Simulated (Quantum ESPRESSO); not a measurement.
A self-consistent single point of AlNi3 (Pm-3m, 4 atoms in the cell) with Quantum ESPRESSO.

Method: PBE, PSlibrary PAW (PBE) pseudopotentials (plane waves; Quantum ESPRESSO 7.5).

The change in words: lattice scaled by 0.98. Reference geometry:
```yaml
crystal:
  lattice:
    - [3.52587, 0.00000, 0.00000]
    - [0.00000, 3.52587, 0.00000]
    - [0.00000, 0.00000, 3.52587]
  atoms:
    - { symbol: Al, position: [0.00000, 0.00000, 0.00000] }
    - { symbol: Ni, position: [0.00000, 0.50000, 0.50000], spin: 2.0 }
    - { symbol: Ni, position: [0.50000, 0.00000, 0.50000], spin: 2.0 }
    - { symbol: Ni, position: [0.50000, 0.50000, 0.00000], spin: 2.0 }
```
(The spins are starting values, not results.)

Reference input (self-consistent single point, DFT, PBE, plane waves, PSlibrary PAW (PBE) pseudopotentials): ecutwfc = 50 Ry; ecutrho = 300 Ry; occupations = smearing; smearing = fd; degauss = 0.0073499 Ry; nspin = 2; potentials = {Al: Al.pbe-n-kjpaw_psl.1.0.0.UPF, Ni: Ni.pbe-n-kjpaw_psl.1.0.0.UPF}; K_POINTS = automatic 8 8 8 0 0 0; conv_thr = 1e-11 Ry; mixing_beta = 0.4. This run's input differs from it in these lines:

```diff
@@ -11,3 +11,3 @@
   ibrav = 0
-  celldm(1) = 6.6629248716
+  celldm(1) = 6.5296670545
   nat = 4
@@ -35,5 +35,5 @@
 Al    0.0000000000    0.0000000000    0.0000000000
-Ni    0.0000000000    1.7629340000    1.7629340000
-Ni    1.7629340000    0.0000000000    1.7629340000
-Ni    1.7629340000    1.7629340000    0.0000000000
+Ni    0.0000000000    1.7276755000    1.7276755000
+Ni    1.7276755000    0.0000000000    1.7276755000
+Ni    1.7276755000    1.7276755000    0.0000000000
 K_POINTS {automatic}
```

The program printed (abridged):

```
     Self-consistent Calculation

     iteration #  1     ecut=    50.00 Ry     beta= 0.40

---- Real-time Memory Report at c_bands before calling an iterative solver
           123 MiB given to the printing process from OS
            67 MiB allocation reported by mallinfo(arena+hblkhd)
------------------

     Threshold (ethr) on eigenvalues was too large:
     Diagonalizing with lowered threshold

---- Real-time Memory Report at c_bands before calling an iterative solver
           164 MiB given to the printing process from OS
            74 MiB allocation reported by mallinfo(arena+hblkhd)
------------------

   [... lines left out ...]
     absolute magnetization    =     0.00 Bohr mag/cell

     iteration # 20     ecut=    50.00 Ry     beta= 0.40

---- Real-time Memory Report at c_bands before calling an iterative solver
           172 MiB given to the printing process from OS
            81 MiB allocation reported by mallinfo(arena+hblkhd)
------------------

     Magnetic moment per site  (integrated on atomic sphere of radius R)
     atom   1 (R=0.292)  charge=  1.2806  magn= -0.0000
     atom   2 (R=0.292)  charge=  8.7623  magn=  0.0001
     atom   3 (R=0.292)  charge=  8.7623  magn=  0.0001
     atom   4 (R=0.292)  charge=  8.7623  magn=  0.0001
     End of self-consistent calculation

     the Fermi energy is    14.1145 ev

!    total energy              =    -596.72889455 Ry
     estimated scf accuracy    <          3.7E-13 Ry
     smearing contrib. (-TS)   =      -0.00984605 Ry
     internal energy E=F+TS    =    -596.71904850 Ry

      -> PAW hartree energy AE =     259.51179335 Ry
      -> PAW hartree energy PS =    -258.50867380 Ry
      -> PAW xc energy AE      =    -419.90208947 Ry
      -> PAW xc energy PS      =     128.98907776 Ry
      -> total E_H with PAW    =      72.61511451 Ry
      -> total E_XC with PAW   =    -419.16218092 Ry

     total magnetization       =     0.00 Bohr mag/cell
     absolute magnetization    =     0.00 Bohr mag/cell

     convergence has been achieved in  20 iterations

     Forces acting on atoms (cartesian axes, Ry/au):

   [... lines left out ...]
   [... zero for the other atoms too ...]

     Total force =     0.000000     Total SCF correction =     0.000000

          total   stress  (Ry/bohr**3)                   (kbar)     P=      213.07
   0.00144843   0.00000000   0.00000000          213.07        0.00        0.00
   0.00000000   0.00144843   0.00000000            0.00      213.07        0.00
   0.00000000   0.00000000   0.00144843            0.00        0.00      213.07

   JOB DONE.
```

The run converged in 20 iterations. Against the reference run the free energy rises by 58.2 meV/atom, the pressure goes from 6.37 to 21.31 GPa and the size of the net moment goes from 0.06 to 0.00 μB/atom.

The starting cell comes from a database of computed structures (which also holds hypothetical and non-ambient phases and stackings), without a prior relaxation at this level. Its lattice was rescaled by a random factor within 2.5 % of one. For this run, on top of that: lattice scaled by 0.98. The starting moments vanished: the run ended non-magnetic, which need not be the lowest state. With a pressure of about 21 GPa the cell is away from its equilibrium volume at this level.

Cost on one core of a shared machine: roughly 80 s.
